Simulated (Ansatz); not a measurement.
Ansatz (a program for electronic structure) run on the (001) slab of BaAl2 (cut from a parent of space group no. 227; 12 atoms in the cell): self-consistent single point

Level of theory: PBEsol, default PAW files made with PBE (plane waves; Ansatz).

Input as run:

Ansatz 0.2 input:
```yaml
# Al2Ba
crystal:
  lattice:
    - [6.001548, 0.000000, 0.000000]
    - [-6.001548, 6.001548, 0.000000]
    - [0.000000, 0.000000, 21.426518]
  atoms:
    - { symbol: Al, position_ang: [-3.000774, 4.501161, 7.000001] }
    - { symbol: Al, position_ang: [1.500387, 0.000000, 9.121804] }
    - { symbol: Al, position_ang: [3.000774, 1.500387, 7.000001] }
    - { symbol: Al, position_ang: [-1.500387, 6.001548, 9.121804] }
    - { symbol: Al, position_ang: [0.000000, 1.500387, 11.243694] }
    - { symbol: Al, position_ang: [-1.500387, 3.000774, 13.365626] }
    - { symbol: Al, position_ang: [0.000000, 4.501161, 11.243694] }
    - { symbol: Al, position_ang: [1.500387, 3.000774, 13.365626] }
    - { symbol: Ba, position_ang: [3.000774, 3.000774, 10.182824] }
    - { symbol: Ba, position_ang: [0.000000, 3.000774, 8.060892] }
    - { symbol: Ba, position_ang: [0.000000, 0.000000, 14.426517] }
    - { symbol: Ba, position_ang: [-3.000774, 6.001548, 12.304606] }
basis:
  ecutwfc: 420.0
kpoints:
  mp_grid:
    grid: [4, 4, 1]
hamiltonian:
  xc: pbesol
  pseudopotentials:
    kind: paw
scf:
  occupations:
    method: gaussian
    width: 0.1
output:
  forces: true
  eigenvalues: true
  stress: true
```

Output, abridged:

```
WARN ansatz: RAYON_NUM_THREADS=1 ignored (pool sized by the plan → 1); use --threads N
Pseudopotentials: kind: paw
Pseudopotential: Al, paw, valence charge 3
Pseudopotential: Ba, paw, valence charge 10
Crystal: 12 atoms, lattice volume = 771.753 Å³
Basis set: ecut = 420 eV, 15051 PW (Γ), exchange–correlation on 90×120×288 points (8 copies of the dense FFT grid, shifted against one another)
Bands: 44, of which v1, the nominal top of the filled ones, is band 32 counted from 1 (31 counted from 0)
Symmetry: 4 space group operations
Space group: Pmm2 (ITA 25), of the structure as read, at distance tolerance 9.2e-5 Å
k-points: 9 of 16
PAW frozen core: Al, regenerated for the run's functional, and the local potential with it
PAW frozen core: Ba, regenerated for the run's functional, and the local potential with it
Initial density: superposition of atomic densities (neutral atoms: chi_scale 0, normalization atom), corrected by the library's trained network
Initial wavefunctions: pseudopotential atomic-orbital guess
Eigensolver: davidson
Functional: x = pbesol(κ = 0.804, μ = 0.12345679012345678), c = pbesol(β = 0.046)
SCF iter   1: F=—  HF=-27645.642723 eV  |F-HF|=—  |Δ(HF+E_count)|=         —  Δρ=4.30e-3  dr2=5.79e0  ethr=1.77e-3  ⟨swp⟩=15.0  Hψ=3113  notcnv=0
all-band conjugate gradients solve this SCF's bands
preconditioner: auto → LDOS
SCF iter   2: F=—  HF=-27645.452022 eV  |F-HF|=—  |Δ(HF+E_count)|=   1.91e-1  Δρ=2.99e-3  dr2=1.89e0  ethr=1.77e-3  ⟨swp⟩=3.1  Hψ=649  notcnv=0  defer=39
SCF iter   3: F=—  HF=-27645.367767 eV  |F-HF|=—  |Δ(HF+E_count)|=   8.43e-2  Δρ=6.55e-4  dr2=7.16e-2  ethr=1.77e-3  ⟨swp⟩=2.1  Hψ=447  notcnv=0  defer=39
SCF iter   4: F=—  HF=-27645.369021 eV  |F-HF|=—  |Δ(HF+E_count)|=   1.25e-3  Δρ=3.00e-4  dr2=2.25e-3  ethr=1.12e-4  ⟨swp⟩=1.3  Hψ=423  notcnv=0  defer=39
SCF iter   5: F=—  HF=-27645.369062 eV  |F-HF|=—  |Δ(HF+E_count)|=   4.12e-5  Δρ=1.17e-4  dr2=2.13e-4  ethr=3.52e-6  ⟨swp⟩=2.4  Hψ=592  notcnv=0  defer=39
SCF iter   6: F=—  HF=-27645.369094 eV  |F-HF|=—  |Δ(HF+E_count)|=   3.21e-5  Δρ=4.97e-5  dr2=6.83e-5  ethr=3.33e-7  ⟨swp⟩=2.1  Hψ=523  notcnv=0  defer=38
SCF iter   7: F=—  HF=-27645.369126 eV  |F-HF|=—  |Δ(HF+E_count)|=   3.18e-5  Δρ=1.90e-5  dr2=1.98e-5  ethr=1.07e-7  ⟨swp⟩=2.0  Hψ=557  notcnv=0  defer=38
SCF iter   8: F=—  HF=-27645.369125 eV  |F-HF|=—  |Δ(HF+E_count)|=   7.88e-7  Δρ=6.20e-6  dr2=6.97e-7  ethr=3.10e-8  ⟨swp⟩=2.4  Hψ=558  notcnv=0  defer=38
SCF iter   9: F=—  HF=-27645.369125 eV  |F-HF|=—  |Δ(HF+E_count)|=   4.09e-8  Δρ=1.99e-6  dr2=2.46e-7  ethr=1.56e-10  ⟨swp⟩=20.4  Hψ=2478  notcnv=0
SCF iter  10: F=-27645.369125 eV  HF=-27645.369125 eV  |F-HF|=7.42e-10  |Δ(HF+E_count)|=   1.31e-8  Δρ=6.14e-7  dr2=6.86e-9  ethr=1.56e-10  ⟨swp⟩=5.6  Hψ=1402  notcnv=0
SCF 1 converged in 10 iterations: F = -27645.369125 eV  dr2 = 6.86e-9
SCF converged after 10 iterations
Free energy (F): -27645.369125 eV
Harris-Foulkes:  -27645.369125 eV  (|F-HF|=7.42e-10)
Internal energy: -27645.316495 eV  (E = F + TS)
E sigma→0 (E₀):  -27645.342810 eV
Entropy (-TS):   -0.052630 eV (-4.386 meV/atom)
Fermi energy:    1.429618 eV
--- Per-component energies (eV) ---
  E_band       = -538.525491
  E_kinetic    = 837.587565
  E_local      = -14476.037609  (includes V_loc(G=0)·N_el)
  E_nonlocal   = 319.356789
  E_hartree    = 6858.088101
  E_xc         = -969.935573
  E_vxc        = -759.410213  (∫ρ·V_xc dr)
  E_paw        = -24198.999289  (= ΣΔE_a)
  E_vpaw       = -176.198715  (= ΣTr[D̂ρ^β])
  E_aug_tail   = -0.000025  (compensation charges beyond the density's cutoff)
  E_ewald      = 3983.864703
  E_core_change = 0.758845  (= ΣΔE_core)
  E_smearing   = -0.052630  (= −TS)
  E_closure    = -0.000000  (closes the sum)
  Σ components = -27645.369125   (vs F -27645.369125, Δ=0.00e0)
--- Forces (eV/Å), atoms counted from 1 ---
  atom   1  Al     0.00000000     0.68365305     0.78615441
  atom   2  Al    -0.17253037     0.00000000    -0.09705753
  atom   3  Al     0.00000000    -0.68365305     0.78615441
  atom   4  Al     0.17253037     0.00000000    -0.09705753
  atom   5  Al     0.00000000    -0.22211126     0.04086151
  atom   6  Al     0.20372253     0.00000000    -0.34203021
  atom   7  Al     0.00000000     0.22211126     0.04086151
  atom   8  Al    -0.20372253     0.00000000    -0.34203021
  atom   9  Ba     0.00000000     0.00000000    -0.11044706
  atom  10  Ba     0.00000000     0.00000000    -0.58210701
  atom  11  Ba     0.00000000     0.00000000     0.17239136
  atom  12  Ba     0.00000000     0.00000000    -0.25570380
  max |Σ_I F_I| component: 1.02e-5 eV/Å
--- Stress (GPa, compression-positive) ---
       -0.613558       0.000000       0.000000
        0.000000      -1.681236       0.000000
        0.000000       0.000000      -1.144302
  P = ⅓ Tr σ = -1.1464 GPa (-11.464 kbar)
  The stress holds the Pulay correction. Without it, at fixed plane waves, as pw.x and ABINIT print it: P = -1.1542 GPa
--- Band table (eV; the first three rows and the last of 9) ---
  k-point 0: bands = ["-27.2771", "-26.4426", "-26.3327", "-26.0838", "-12.7493", "-12.5953", "-12.3930", "-12.0888", "-12.0004", "-11.8845", "-11.7607", "-11.6563", "-11.5502", "-11.4269", "-11.1907", "-11.1425", "-5.9518", "-5.0465", "-3.9279", [...]
  k-point 1: bands = ["-27.2769", "-26.4415", "-26.3242", "-26.0935", "-12.7469", "-12.5951", "-12.4105", "-12.0831", "-12.0415", "-11.9177", "-11.7744", "-11.6731", "-11.5422", "-11.3395", "-11.2022", "-11.1505", "-5.6638", "-4.8881", "-3.9181", [...]
  k-point 2: bands = ["-27.2768", "-26.4405", "-26.3149", "-26.1040", "-12.7444", "-12.5945", "-12.4275", "-12.0773", "-12.0264", "-12.0107", "-11.7820", "-11.6871", "-11.5334", "-11.2144", "-11.2140", "-11.2012", "-5.1240", "-4.9034", "-3.8936", [...]
  k-point 8: bands = ["-27.2727", "-26.4261", "-26.3412", "-26.0974", "-12.7201", "-12.6994", "-12.3735", "-12.0907", "-12.0707", "-11.9962", "-11.6548", "-11.6400", "-11.5875", "-11.2399", "-11.2352", "-11.1628", "-5.1855", "-4.8873", "-3.9530", [...]
```

The run converged in 10 iterations.

The starting cell comes from a database of computed structures (which also holds hypothetical and non-ambient phases and stackings), without a prior relaxation at this level. The slab is cut from that crystal, and its faces are unrelaxed. Its lattice was rescaled by up to half a per cent. The two faces of this cut differ, and no dipole correction was used. Forces in this geometry exceed 1 eV/Å.

Cost on one core of a shared machine: roughly 30 s.
